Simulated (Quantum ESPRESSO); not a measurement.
Input and output of a self-consistent single point for MnZn₃ (P-6m2, 4 atoms in the cell) (Quantum ESPRESSO).

Method: PBEsol, GBRV 1.5 ultrasoft (PBESOL) pseudopotentials (plane waves; Quantum ESPRESSO 7.5).

```xyz
4
Lattice="2.7250 0.0000 0.0000 -1.3625 2.3599 0.0000 0.0000 0.0000 8.7621" Properties=species:S:1:pos:R:3 pbc="T T T"
Mn     1.3625     0.7866     0.0000
Zn     1.3625     0.7866     4.3811
Zn     0.0000     1.5733     2.1153
Zn     0.0000     1.5733     6.6468
```
Moments meant for the start (each program seeds them in its own way; μB, in the order of the atoms Mn Zn Zn Zn): 4.0 0.0 0.0 0.0.

Reference input (self-consistent single point, DFT, PBEsol, plane waves, GBRV 1.5 ultrasoft (PBESOL) pseudopotentials): ecutwfc = 50 Ry; ecutrho = 400 Ry; occupations = smearing; smearing = gauss; degauss = 0.0073499 Ry; nspin = 2; potentials = {Mn: mn_pbesol_v1.5.uspp.F.UPF, Zn: zn_pbesol_v1.uspp.F.UPF}; K_POINTS = automatic 11 11 3 0 0 0; conv_thr = 1e-11 Ry; mixing_beta = 0.3. This run's input differs from it in these lines:

```diff
@@ -32,3 +32,3 @@
 K_POINTS {automatic}
-11 11 3  0 0 0
+1 1 1  0 0 0
 CELL_PARAMETERS {angstrom}
```

The program printed (abridged):

```
     Self-consistent Calculation

     iteration #  1     ecut=    50.00 Ry     beta= 0.30

     total energy              =   -1558.89671279 Ry
     estimated scf accuracy    <      80.75311911 Ry

     total magnetization       =     0.00 Bohr mag/cell
     absolute magnetization    =     0.61 Bohr mag/cell

     iteration #  2     ecut=    50.00 Ry     beta= 0.30

     total energy              =   -1557.94787848 Ry
     estimated scf accuracy    <     553.23802550 Ry

     total magnetization       =     0.04 Bohr mag/cell
     absolute magnetization    =     0.12 Bohr mag/cell

     iteration #  3     ecut=    50.00 Ry     beta= 0.30

   [... lines left out ...]

     negative rho (up, down):  0.000E+00 1.844E-04

     total energy              =   -1596.56573658 Ry
     estimated scf accuracy    <       0.00160658 Ry

     total magnetization       =     4.81 Bohr mag/cell
     absolute magnetization    =     4.93 Bohr mag/cell

     iteration #100     ecut=    50.00 Ry     beta= 0.30

     negative rho (up, down):  0.000E+00 1.686E-04

     total energy              =   -1596.56529459 Ry
     estimated scf accuracy    <       0.00211697 Ry

     total magnetization       =     4.83 Bohr mag/cell
     absolute magnetization    =     4.94 Bohr mag/cell
     End of self-consistent calculation

     convergence NOT achieved after 100 iterations: stopping

   JOB DONE.
```

The run ended unconverged after 100 iterations. 

The starting cell comes from a database of computed structures (which also holds hypothetical and non-ambient phases and stackings), without a prior relaxation at this level.

Cost on one core of a shared machine: roughly 2 min.
